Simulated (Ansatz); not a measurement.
Name crystals whose band gap lies between 1.54 and 2.4 eV and whose electron conductivity mass lies between 0.178 and 0.28 mₑ, by r2SCAN, rigid bands run with Ansatz (a program for electronic structure).

Many crystals can fit; among those computed here:
- GaN (P6_3mc): 2.35 eV, 0.193 mₑ
- ZnInGaO4 (R3m): 1.74 eV, 0.23 mₑ
- SnO$_{2}$ (P4_2/mnm): 1.68 eV, 0.22 mₑ

Masses are for dilute carriers at 300 K, harmonic means over directions unless an axis is named. Spin-orbit coupling is left out.
